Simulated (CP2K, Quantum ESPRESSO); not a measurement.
A Quantum ESPRESSO input for a self-consistent single point of SrZnIn3 (I4mm, 5 atoms in the cell) (DFT, LDA (PZ), plane waves, GBRV 1.5 ultrasoft (LDA) pseudopotentials):

```fortran
&control
  calculation = 'scf'
  prefix = 'pwscf'
  outdir = './work'
  pseudo_dir = './'
  verbosity = 'high'
  tprnfor = .true.
  tstress = .true.
/
&system
  ibrav = 0
  nat = 5
  ntyp = 3
  ecutwfc = 50
  ecutrho = 250
  occupations = 'smearing'
  smearing = 'fd'
  degauss = 0.0073499
/
&electrons
  conv_thr = 1.0d-10
/
ATOMIC_SPECIES
Sr    87.6200  sr_lda_v1.uspp.F.UPF
Zn    65.3800  zn_lda_v1.uspp.F.UPF
In   114.8180  in_lda_v1.4.uspp.F.UPF
ATOMIC_POSITIONS bohr
Sr    0.000000000    0.000000000    0.110580813
Zn    0.000000000    0.000000000   14.203619575
In    0.000000000    4.417336861    5.597980137
In    4.417336861    0.000000000    5.597980137
In    0.000000000    0.000000000    9.191162528
K_POINTS automatic
5 5 5  0 0 0
CELL_PARAMETERS angstrom
  -2.337554000     2.337554000     6.121009000
   2.337554000    -2.337554000     6.121009000
   2.337554000     2.337554000    -6.121009000
```

### Question
Write the same calculation as an input for CP2K.

### Answer
This is the input that was run; spellings and numerical settings could be chosen otherwise.

```
&GLOBAL
  PROJECT run
  RUN_TYPE ENERGY_FORCE
  PRINT_LEVEL LOW
&END GLOBAL
&FORCE_EVAL
  METHOD Quickstep
  STRESS_TENSOR ANALYTICAL
  &DFT
    BASIS_SET_FILE_NAME BASIS_MOLOPT
    POTENTIAL_FILE_NAME GTH_POTENTIALS
    &QS
      METHOD GPW
      EPS_DEFAULT 1E-10
    &END QS
    &MGRID
      CUTOFF 600
      REL_CUTOFF 40
      NGRIDS 5
    &END MGRID
    &SCF
      SCF_GUESS ATOMIC
      EPS_SCF 1E-7
      MAX_SCF 100
      ADDED_MOS 11
      &DIAGONALIZATION
        ALGORITHM STANDARD
      &END DIAGONALIZATION
      &MIXING
        METHOD BROYDEN_MIXING
        ALPHA 0.2
        NBUFFER 10
        BETA 1.5
      &END MIXING
      &SMEAR ON
        METHOD FERMI_DIRAC
        ELECTRONIC_TEMPERATURE [K] 1160.45
      &END SMEAR
    &END SCF
    &KPOINTS
      SCHEME MONKHORST-PACK 5 5 5
    &END KPOINTS
    &XC
      &XC_FUNCTIONAL PADE
      &END XC_FUNCTIONAL
    &END XC
    &PRINT
      &MO
        EIGENVALUES T
        OCCUPATION_NUMBERS T
        NDIGITS 8
        FILENAME mo
        &EACH
          QS_SCF 0
        &END EACH
        ADD_LAST NUMERIC
      &END MO
      &MULLIKEN OFF
      &END MULLIKEN
    &END PRINT
  &END DFT
  &SUBSYS
    &CELL
      A 6.95665600 0.00000000 0.00000000
      B 3.81482600 5.81740200 0.00000000
      C -5.38574100 -2.90870100 3.30580100
      PERIODIC XYZ
    &END CELL
    &COORD
      SCALED
      Sr       0.00478000     0.00478000     0.00000000
      Zn       0.61397000     0.61397000     0.00000000
      In       0.74198000     0.24198000     0.50000000
      In       0.24198000     0.74198000     0.50000000
      In       0.39730000     0.39730000     0.00000000
    &END COORD
    &KIND Sr
      BASIS_SET DZVP-MOLOPT-SR-GTH
      POTENTIAL GTH-PADE-q10
    &END KIND
    &KIND Zn
      BASIS_SET DZVP-MOLOPT-SR-GTH
      POTENTIAL GTH-PADE-q12
    &END KIND
    &KIND In
      BASIS_SET DZVP-MOLOPT-SR-GTH
      POTENTIAL GTH-PADE-q13
    &END KIND
  &END SUBSYS
  &PRINT
    &FORCES ON
    &END FORCES
    &STRESS_TENSOR ON
    &END STRESS_TENSOR
  &END PRINT
&END FORCE_EVAL
```

Basis settings and potentials, where a program has them, do not carry over. This input uses DFT LDA (Pade form), GPW, DZVP-MOLOPT-SR-GTH basis, GTH-PADE potentials (GTH_POTENTIALS). LDA parametrisations can differ slightly between programs.

The starting cell comes from a database of computed structures (which also holds hypothetical and non-ambient phases and stackings), without a prior relaxation at this level. Its lattice was rescaled by a random factor within 2.5 % of one.
